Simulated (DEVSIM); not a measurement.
Structure: GaN n+/n-/n+ resistor, at 400 K.

Layer 1 from the left is GaN, thickness (μm) 0.120, Nd (cm⁻³) 2e17, τn (s) 1.2e-8, τp (s) 1.2e-8. Layer 2 from the left is GaN, thickness (μm) 4.00, Nd (cm⁻³) 3.3e14, τn (s) 1.2e-8, τp (s) 1.2e-8. Layer 3 from the left is GaN, thickness (μm) 0.290, Nd (cm⁻³) 1.1e17, τn (s) 1.2e-8, τp (s) 1.2e-8.

Left contact: ohmic. Right contact: ohmic. Voltage is applied to the left contact. Recombination: SRH at mid-gap, radiative, Auger. Mobility is μmin + (μ − μmin)/(1 + (N/Nref)^α).

The device is made up for the run: typed textbook-type constants, with dimensions and the other settings drawn at random. Values at 300 K; Nc and Nv go as T^1.5, mobilities as T to minus their exponent, the gap by Varshni's rule with the affinity fixed.

GaN: gap (eV) 3.43, affinity (eV) 4.1, permittivity 9.5, Nc (cm⁻³) 2.3e18, Nv (cm⁻³) 4.6e19, μn (cm²/Vs) 1200, μp (cm²/Vs) 100, μn,min 55, μp,min 3, Nref,n 2e17, Nref,p 3e17, αn 1, αp 2, T exponent of μn 1.5, T exponent of μp 2, B (cm³/s) 1e-11, Cn (cm⁶/s) 1e-30, Cp (cm⁶/s) 1e-30, Varshni α (eV/K) 0.00091, Varshni β (K) 830.

DEVSIM, 1D drift-diffusion, Boltzmann statistics, complete ionisation; no tunnelling, impact ionisation, image-force lowering or self-heating.

Question: What does the simulation give for the dark forward voltage at 100 A/cm²?

Answer: dark forward voltage at 100 A/cm² 0.785 V.
